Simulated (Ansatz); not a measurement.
Base system: WSi$_{2}$ (space group I4/mmm, No. 139).

```
WSi2
1.0
   -1.59274     1.59274     3.88563
    1.59274    -1.59274     3.88563
    1.59274     1.59274    -3.88563
Si W
2 1
Direct
  0.66529   0.66529   0.00000
  0.33471   0.33471   0.00000
  0.00000   0.00000   0.00000
```

The values are results of LDA (Ansatz, a quantum-chemistry and plane-wave program; PAW; 420 eV plane waves; without spin-orbit coupling), not measurements.

One change was made to it. Results:

The lattice parameter a shrinks by 3.97 pm to 314.6 pm; the c/a ratio rises by 0.006, from 2.440 to 2.446.

**Question.** What was done to the base?
(A) pressure 4.5 GPa
(B) pressure 30 GPa
(C) pressure 9 GPa
(D) pressure 2.1 GPa
(E) pressure −2 GPa

**Answer.** C, pressure 9 GPa. For comparison, the lattice parameter a in the other runs: pressure 2.1 GPa gives 317.6 pm; pressure 30 GPa gives 307.2 pm; pressure 4.5 GPa gives 316.5 pm; pressure −2 GPa gives 319.5 pm.

Load acts through the strain it causes; cell and atoms are relaxed under it. No phonon test of stability was made. Competing high-pressure phases were not computed. All final runs are without spin polarisation.
